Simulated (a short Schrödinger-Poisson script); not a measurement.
Stack: gated Al0.3Ga0.7As/GaAs δ-doped gas, at 20 K.

```
layer      material  thickness (nm)  Na (cm⁻³)
-----  ------------  --------------  ---------
1      Al0.3Ga0.7As               8          -
2      Al0.3Ga0.7As               2          -
3              GaAs            6000       3e15
```

The device is made up for the run: typed textbook-type constants, with dimensions and the other settings drawn at random. Al0.3Ga0.7As: permittivity 12.05, conduction-band edge (eV) 0.237, gap (eV) 1.798, electron mass (mₑ) 0.0919, Nv at 300 K (cm⁻³) 9e18. GaAs: permittivity 12.9, conduction-band edge (eV) 0, gap (eV) 1.424, Nv at 300 K (cm⁻³) 9e18.

Channel valleys (confinement mass, in-plane density-of-states mass, number): Γ 0.067, 0.067, 1. At the gate the conduction-band edge of layer 1 lies 0.99 eV − eVg above the Fermi level of the channel; the field vanishes at the back. Sheet of ionised δ-doping: +4e12 e/cm² at 8 nm from the gate. The barrier under the gate holds no holes. Gaps are held at their typed values at every temperature. Mesh 0.08 nm at interfaces.

Solved with a short Schrödinger-Poisson script written for these runs: 1D Poisson equation in equilibrium, electrons quantum, Hartree plus LDA exchange-correlation (BenDaniel-Duke, 40 states a valley, the channel's in-plane mass for all, wave functions free to enter the barrier), parabolic valleys, classical holes, full ionisation, no traps, pinning or gate leakage.

Problem. List the lowest subbands of each valley and their electrons at Vg = 0.5 V.

Solution. 
| valley | subband | energy from the Fermi level (meV) | electrons (cm⁻²) | share (%) |
|---|---|---|---|---|
| Γ | 0 | -24.9 | 6.97e11 | 100.0 |
| Γ | 1 | 20.4 | < 1e6 | 0.0 |
| Γ | 2 | 50.9 | < 1e6 | 0.0 |

All electrons: 6.97e11 cm⁻².
